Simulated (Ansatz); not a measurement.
The reference is HfO2 in the fluorite structure (space group Fm-3m, No. 225).

```yaml
crystal:
  lattice:
    - [0.00000, 2.52923, 2.52923]
    - [2.52923, 0.00000, 2.52923]
    - [2.52923, 2.52923, 0.00000]
  atoms:
    - { symbol: Hf, position: [0.00000, 0.00000, 0.00000] }
    - { symbol: O, position: [0.25000, 0.25000, 0.25000] }
    - { symbol: O, position: [0.75000, 0.75000, 0.75000] }
```

Cartesian axes are those of the cell as printed.

Level of theory: r2SCAN, PAW, 500 eV (Ansatz, a quantum-chemistry and plane-wave program; no spin-orbit coupling).

For the base:

The smallest direct gap is 4.30 eV and the volume per atom comes out as 10.79 Å³.

Modification: biaxial strain −4.67 %, plane normal [001], relaxed out of plane (Cartesian); in-plane vectors clamped, the third vector and the atoms free.

Predict the new in-plane stress.

The mean in-plane stress (compression positive) is +36.6 GPa.

Predict the new smallest direct gap.

The smallest direct gap shrinks by 0.33 eV to 3.97 eV.

What happens to the volume per atom?

The volume per atom drops by 0.794 Å³ (10.79 Å³ → 9.99 Å³).

With Hf present, leaving out spin-orbit coupling can change the band edges. Stability against distortions was not tested. This is not the structure that HfO2 has at room temperature and ambient pressure.
